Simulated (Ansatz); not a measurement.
Take CdS in the zinc blende structure (space group F-43m, No. 216; a = 5.757 Å) as the base.

Calculations: LDA (Ansatz, a first-principles code, PAW, scalar-relativistic without spin-orbit coupling).

The change: an isotropic linear strain of +2.00 %; the atoms relax in the strained cell.

Question: What does the calculation give for the mean gap deformation potential ΔEg/Δln V after the change?

Answer: The mean gap deformation potential ΔEg/Δln V amounts to -2.1 eV.

No phonon test of stability was made.
